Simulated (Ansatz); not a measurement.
Results of HSE06 (Ansatz, a first-principles code, PAW) for Al₂Cu (I4/mcm, No. 140).

Run with plane-wave cutoff 500 eV, 8×8×8 k mesh, Fermi–Dirac smearing 0.1 eV, no spin polarisation, scalar-relativistic PAW data made under PBE.

Computed at the level's own relaxed cell.

Problem. Estimate the volume per atom, lattice constant a and lattice parameter c that the calculation returns.

Solution. 
* **volume per atom**: 14.77 Å³/atom
* **lattice constant a**: 6.067 Å
* **lattice parameter c**: 4.815 Å

The run finds no gap.

Note: exact exchange on metals is sensitive to the k mesh and can open a false gap; the run warned that the count of filled bands differs between k points.

It cost roughly 22 core-minutes of CPU time.
